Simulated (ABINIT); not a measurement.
Input and output of a self-consistent single point for CsBa₃ (Fm-3m, 4 atoms in the cell) (ABINIT).

Level of theory: PBEsol-D3(BJ), norm-conserving pseudopotentials (PseudoDojo nc-sr-04 PBEsol standard) (plane waves; ABINIT).

```yaml
crystal:
  lattice:
    - [0.00000, 5.22128, 5.22128]
    - [5.22128, 0.00000, 5.22128]
    - [5.22128, 5.22128, 0.00000]
  atoms:
    - { symbol: Cs, position: [0.00000, 0.00000, 0.00000] }
    - { symbol: Ba, position: [0.25000, 0.25000, 0.25000] }
    - { symbol: Ba, position: [0.75000, 0.75000, 0.75000] }
    - { symbol: Ba, position: [0.50000, 0.50000, 0.50000] }
```

Reference input (self-consistent single point, DFT, PBEsol, plane waves, norm-conserving pseudopotentials (PseudoDojo nc-sr-04 PBEsol standard)): pseudos = [Cs.upf, Ba.upf]; ecut = 28 Ha; occopt = 3; tsmear = 0.00183747 Ha; ngkpt = 3 3 3; nshiftk = 1; shiftk = 0.5 0.5 0.5; potentials = PseudoDojo nc-sr-04 PBEsol standard; nband = 27; kptopt = 1; nstep = 80; toldfe = 1e-09 Ha. This run's input differs from it in these lines:

```diff
@@ -19,2 +19,4 @@
 ecut 28
+vdw_xc 7
+vdw_tol 1.0e-10
 occopt 3
```

Output (repeated stretches shortened):

```
            typat      1  2  2  2
           vdw_xc           7
             xred      0.0000000000E+00  0.0000000000E+00  0.0000000000E+00
                       2.5000000000E-01  2.5000000000E-01  2.5000000000E-01
                       7.5000000000E-01  7.5000000000E-01  7.5000000000E-01
                       5.0000000000E-01  5.0000000000E-01  5.0000000000E-01
            znucl       55.00000   56.00000

 Perdew, Burke & Ernzerhof SOL
 J. P. Perdew, A. Ruzsinszky, G. I. Csonka, O. A. Vydrov, G. E. Scuseria, L. A. Constantin, X. Zhou, and K. Burke, Phys. Rev. Lett. 100, 136406 (2008)
 Perdew, Burke & Ernzerhof SOL
 J. P. Perdew, A. Ruzsinszky, G. I. Csonka, O. A. Vydrov, G. E. Scuseria, L. A. Constantin, X. Zhou, and K. Burke, Phys. Rev. Lett. 100, 136406 (2008)

 chkinp : ERROR -
  Van der Waals DFT-D correction (vdw_xc= 7) only available for the following XC functionals:
      GGA-PBE, GGA-BLYP, GGA-BP86, mGGA-TPSS, GGA-RevPBE, PBE0
  Action: change your pseudopotential file.

--- !ERROR
src_file: m_chkinp.F90
src_line: 4218
mpi_rank: 0
message: |
    Checking consistency of input data against itself gave 1 inconsistency.
    The details of the problem can be found above (or in output or log file).
    In parallel, the details might not even be printed there. Then, try running in sequential to see the details.
...

 abinit_abort: decision taken to exit. Check above messages for more info
Abort(13) on node 0 (rank 0 in comm 0): application called MPI_Abort(MPI_COMM_WORLD, 13) - process 0

 chkinp : ERROR -
  Van der Waals DFT-D correction (vdw_xc= 7) only available for the following XC functionals:
      GGA-PBE, GGA-BLYP, GGA-BP86, mGGA-TPSS, GGA-RevPBE, PBE0
  Action: change your pseudopotential file.

--- !ERROR
src_file: m_chkinp.F90
src_line: 4218
mpi_rank: 0
message: |
    Checking consistency of input data against itself gave 1 inconsistency.
    The details of the problem can be found above (or in output or log file).
    In parallel, the details might not even be printed there. Then, try running in sequential to see the details.
...
```

The program stopped before any SCF iteration. 

The starting cell comes from a database of computed structures (which also holds hypothetical and non-ambient phases and stackings), without a prior relaxation at this level.
